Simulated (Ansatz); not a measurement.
How the equilibrium volume per atom of WGe₂ (model structure, started from the C54 type, Fddd, No. 70, 6 atoms in the cell) moves with the method

No measured value is used here.

```json
[
 {"level (code)": "PBE (Ansatz)", "value (Å³/atom)": "15.51"},
 {"level (code)": "PBEsol (Ansatz)", "value (Å³/atom)": "14.97"},
 {"level (code)": "PBE-D3(BJ) (Ansatz)", "value (Å³/atom)": "(withheld)"}
]
```

What belongs in the gaps?


- PBE-D3(BJ) (Ansatz, a quantum-chemistry and plane-wave program), value (Å³/atom): 15.01

Density-functional levels without +SOC have no spin–orbit coupling. Ansatz's density-functional and Hartree–Fock values are scalar-relativistic unless marked +SOC, with PAW data made under PBE.

A model structure was made by putting elements into a prototype or built by hand; it is no filed structure, need not be a known phase, and can be a saddle point held by its symmetry.
